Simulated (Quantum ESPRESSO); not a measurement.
Worked example: self-consistent single point of Hf₄AlSi (I422, 6 atoms in the cell) in Quantum ESPRESSO.

Computed with PBEsol, PseudoDojo standard norm-conserving (PBESOL) pseudopotentials (plane waves; Quantum ESPRESSO).

```
CELL_PARAMETERS angstrom
      3.32953    -3.32953     2.60735
      3.32953     3.32953     2.60735
     -3.32953    -3.32953     2.60735
ATOMIC_POSITIONS crystal
  Hf 0.19172 0.90414 0.40414
  Hf 0.50000 0.09586 0.90414
  Hf 0.80828 0.59586 0.09586
  Hf 0.50000 0.40414 0.59586
  Al 0.00000 0.50000 0.50000
  Si 0.00000 0.00000 0.00000
```

Reference input (self-consistent single point, DFT, PBEsol, plane waves, PseudoDojo standard norm-conserving (PBESOL) pseudopotentials): ecutwfc = 60 Ry; occupations = smearing; smearing = gauss; degauss = 0.0073499 Ry; potentials = {Hf: Hf.upf, Al: Al.upf, Si: Si.upf}; K_POINTS = automatic 6 6 6 0 0 0; conv_thr = 1e-09 Ry. This run's input differs from it in these lines:

```diff
@@ -35,3 +35,3 @@
 K_POINTS {automatic}
-6 6 6  0 0 0
+7 7 7  0 0 0
```

The program printed (abridged):

```
     Self-consistent Calculation

     iteration #  1     ecut=    60.00 Ry     beta= 0.70

---- Real-time Memory Report at c_bands before calling an iterative solver
           214 MiB given to the printing process from OS
           177 MiB allocation reported by mallinfo(arena+hblkhd)
------------------

     Threshold (ethr) on eigenvalues was too large:
     Diagonalizing with lowered threshold

---- Real-time Memory Report at c_bands before calling an iterative solver
           225 MiB given to the printing process from OS
           185 MiB allocation reported by mallinfo(arena+hblkhd)
------------------

   [... lines left out ...]

---- Real-time Memory Report at c_bands before calling an iterative solver
           244 MiB given to the printing process from OS
           211 MiB allocation reported by mallinfo(arena+hblkhd)
------------------

     total energy              =    -464.38937427 Ry
     estimated scf accuracy    <          3.4E-09 Ry

     iteration #  9     ecut=    60.00 Ry     beta= 0.70

---- Real-time Memory Report at c_bands before calling an iterative solver
           245 MiB given to the printing process from OS
           213 MiB allocation reported by mallinfo(arena+hblkhd)
------------------
     End of self-consistent calculation

     the Fermi energy is    12.9407 ev

!    total energy              =    -464.38937427 Ry
     estimated scf accuracy    <          1.2E-10 Ry
     smearing contrib. (-TS)   =      -0.00139613 Ry
     internal energy E=F+TS    =    -464.38797814 Ry

     convergence has been achieved in   9 iterations

     Forces acting on atoms (cartesian axes, Ry/au):

     atom    1 type  1   force =    -0.00054339    0.00054339   -0.00000000
     atom    2 type  1   force =    -0.00054339   -0.00054339    0.00000000
     atom    3 type  1   force =     0.00054339   -0.00054339    0.00000000
     atom    4 type  1   force =     0.00054339    0.00054339    0.00000000
     atom    5 type  2   force =     0.00000000   -0.00000000   -0.00000000
     atom    6 type  3   force =     0.00000000    0.00000000    0.00000000

     Total force =     0.001537     Total SCF correction =     0.000009

          total   stress  (Ry/bohr**3)                   (kbar)     P=      -19.82
  -0.00014260   0.00000000   0.00000000          -20.98        0.00        0.00
   0.00000000  -0.00014260  -0.00000000            0.00      -20.98       -0.00
   0.00000000  -0.00000000  -0.00011899            0.00       -0.00      -17.50

   JOB DONE.
```

The run converged in 9 iterations. Against the reference run the free energy falls by 1.8 meV/atom, the pressure stays near -1.98 GPa while the zz stress (positive for compression) goes from -2.05 to -1.75 GPa and the largest force goes from 0.001 to 0.020 eV/Å. The full log also holds: “c_bands:  1 eigenvalues not converged”.

The starting cell comes from a database of computed structures (which also holds hypothetical and non-ambient phases and stackings), without a prior relaxation at this level. Spin-orbit coupling is off.

Cost on one core of a shared machine: roughly 90 s.
